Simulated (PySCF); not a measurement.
PySCF 2.14.0, unrestricted R2SCAN/def2-svp, df: Cu(H) triplet ([CuH]), charge 0, multiplicity 3, 2 atoms. The geometry is a generated start, not checked to be a minimum at this level.

* **task**: energy
* **method**: r2scan
* **basis**: def2-svp
* **two-electron scheme**: density fitting
* **mol.max_memory**: 3000 MB
* **mf.max_cycle**: 100
* **mf.conv_tol**: 1e-09 (default)
* **mf.grids.level**: 3 (default)
* **basis functions**: 36
* **grid points**: 30448

```xyz
2

Cu     0.4216     0.1034    -0.5661
H     -0.4216    -0.1034     0.5661
```

Charge 0 and multiplicity 3 are set for this test and not shown to be the ground state.

With the defaults (mf.DIIS = CDIIS, mf.diis = true, newton = off, mf.damp = 0, mf.diis_start_cycle = 1, mf.diis_space = 8, mf.init_guess = minao, mf.level_shift = 0) it converges in 13 Fock builds. One run each on 2 threads, 1 BLAS thread, with these changes:
- mf.diis_space = 5
- mf.diis = false, mf.damp = 0.7, mf.diis_start_cycle = 999
- newton = Hessian by the SCF's own integrals
- mf.diis = false
- mf.init_guess = mod_huckel
- mf.DIIS = EDIIS
- mf.level_shift = 1 Hartree
- mf.damp = 0.7, mf.diis_start_cycle = 8
- mf.diis_space = 12

Problem. Which runs fail or end elsewhere than the default run?

Solution. No convergence: mf.DIIS = EDIIS; mf.diis = false (the run ends without SCF convergence in 100 cycles). Another solution: newton = Hessian by the SCF's own integrals (1400 meV higher). The rest reach the solution of the defaults.

```tsv
setting	Fock builds	end
mf.init_guess = mod_huckel	12	same solution
the defaults	13	same solution
mf.diis_space = 5	13	same solution
mf.diis_space = 12	13	same solution
mf.damp = 0.7, mf.diis_start_cycle = 8	17	same solution
mf.diis = false, mf.damp = 0.7, mf.diis_start_cycle = 999	33	same solution
mf.level_shift = 1 Hartree	75	same solution
newton = Hessian by the SCF's own integrals	115	other solution, 1400 meV higher
mf.DIIS = EDIIS	101	no convergence
mf.diis = false	101	no convergence
```

Under newton the count holds the products with the orbital Hessian.
